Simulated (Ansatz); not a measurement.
The reference is GaAs in the zinc blende structure (space group F-43m, No. 216).

```yaml
crystal:
  lattice:
    - [0.00000, 2.83335, 2.83335]
    - [2.83335, 0.00000, 2.83335]
    - [2.83335, 2.83335, 0.00000]
  atoms:
    - { symbol: As, position: [0.75000, 0.75000, 0.75000] }
    - { symbol: Ga, position: [0.00000, 0.00000, 0.00000] }
```

Cartesian axes are those of the cell as printed.

Calculations: Ansatz (a first-principles code), r2SCAN, PAW, cutoff 500 eV, no SOC.

Base values:

- Valence-band top at Γ: 0.00, 0.00, 0.00 eV
- Electron mass: 0.051 mₑ (at Γ)

Modification: uniaxial strain ε_zz = −1.22 %, all other strain components held at zero, atoms relaxed at fixed cell.

Question: Estimate the effect on the valence-band top at Γ, electron mass and stress.

Answer: The valence-band top at Γ (three highest levels, from the VBM) goes from 0.00, 0.00, 0.00 eV to 0.00, -0.07, -0.07 eV; the electron mass goes from 0.051 mₑ (at Γ) to 0.055 mₑ (at Γ); the stress (xx, yy, zz, yz, xz, xy; compression positive) amounts to (0.64, 0.64, 1.45, 0.00, 0.00, 0.00) GPa.

The levels and masses belong to the bands next to the band gap. Effective masses come from finite differences of ±0.01 Å⁻¹. No phonon test of stability was made.
